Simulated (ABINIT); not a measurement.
Band structure of Te (P3_121, 3 atoms in the cell).

```
Te
1.0
    4.57742     0.00000     0.00000
   -2.28871     3.96416     0.00000
    0.00000     0.00000     5.86938
Te
3
Direct
  0.25670   0.00000   0.33333
  0.00000   0.25670   0.66667
  0.74330   0.74330   0.00000
```

Method: PBE, PAW (JTH v2.0 PBE PAW) (plane waves; ABINIT).

Settings: pseudos = [Te.GGA_PBE-JTH.xml]; ecut = 20 Ha; pawecutdg = 40 Ha; ixc = 11; occopt = 7; tsmear = 0.2 eV; ngkpt = 7 7 5; nshiftk = 1; shiftk = 0 0 0; potentials = JTH v2.0 PBE PAW; kptopt = 1; nstep = 50; tolvrs1 = 1e-10.

The starting cell comes from a database of computed structures (which also holds hypothetical and non-ambient phases and stackings), without a prior relaxation at this level. Its lattice was rescaled by a random factor within 2.5 % of one. Spin-orbit coupling is off.

These are the values that this program gave, and no reference: the one-centre exchange-correlation terms come from a truncated expansion.

### Question
Predict the gap along the standard path and the places of the band edges.

### Answer
The gap along the path is 0.32 eV, from a point between L and H to H; the smallest direct gap on it is 0.36 eV.

Levels in eV from the top of the valence band on the SCF mesh, bands 6 to 13:
```tsv
point	6	7	8	9	10	11	12	13
Γ	-2.75	-1.50	-1.50	-0.49	1.26	1.26	1.76	5.31
M	-3.22	-3.02	-1.03	-0.71	1.20	1.33	3.47	3.84
K	-2.70	-2.70	-2.56	-2.16	2.93	2.93	3.30	5.03
A	-2.54	-1.12	-1.00	-1.00	0.76	0.76	0.77	4.50
L	-3.46	-2.07	-1.69	0.03	1.14	2.17	2.66	4.98
H	-4.58	-0.84	0.12	0.12	0.48	1.77	1.77	6.06
```
